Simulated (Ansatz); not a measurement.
The parent structure is ZrSi₂ (space group Cmcm, No. 63; a = 3.7044 Å, b = 14.7922 Å, c = 3.6789 Å). Axes: x, y, z lie along a, b, c of the conventional cell.

Method: PBE in Ansatz (plane waves to 420 eV, PAW, no SOC).

For the base:

The pressure is 0.0 GPa and the shortest interatomic distance is 2.420 Å.

Now apply this change: the cell is stretched by 1.25 % along x with no lateral relaxation; the atoms relax in the strained cell.

What happens to the energy relative to the base, pressure and shortest interatomic distance?

The energy goes up by 1.9 meV/atom; the pressure (mean of the normal stresses, compression positive) goes from zero to -1.6 GPa; the shortest interatomic distance increases by 0.006 Å, from 2.420 Å to 2.426 Å.

Without a gap, meshes like the base's 13×13×13 leave anisotropic stresses uncertain by several tenths of a GPa, and small strain energies with them. Stability against distortions was not tested. The final runs are not spin-polarised.

Ansatz is an electronic-structure program.
